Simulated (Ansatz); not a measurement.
SnClF (Pnma, No. 62), treated with r²SCAN (Ansatz, a first-principles code, PAW).

Run with plane-wave cutoff 560 eV, 6×8×4 k mesh (along the axes of the cell as run), Fermi–Dirac smearing 0.01 eV, scalar-relativistic PAW data made under PBE.

Cell (measured lattice):

```
SnClF
1.0
    6.12600     0.00000     0.00000
    0.00000     4.36500     0.00000
    0.00000     0.00000    10.13600
Sn Cl F
4 4 4
Cartesian
  4.36294   1.09125   4.19529
  1.76306   3.27375   5.94071
  4.82606   3.27375   9.26329
  1.29994   1.09125   0.87271
  5.48093   1.09125   6.44852
  0.64507   3.27375   3.68748
  3.70807   3.27375   1.38052
  2.41793   1.09125   8.75548
  5.52994   1.09125   9.93835
  0.59606   3.27375   0.19765
  3.65906   3.27375   4.87035
  2.46694   1.09125   5.26565
```

Give the computed band gap, smallest direct gap on the k points sampled and direct gap at Γ.


- band gap: 3.69 eV
- smallest direct gap on the k points sampled: 3.73 eV
- direct gap at Γ: 4.33 eV

Note: cell and atoms aren't relaxed at this level (largest force component 0.25 eV/Å, pressure 0.6 GPa).

Spin–orbit coupling is not included.

It cost about 7 core-minutes (a rough figure) of CPU time.
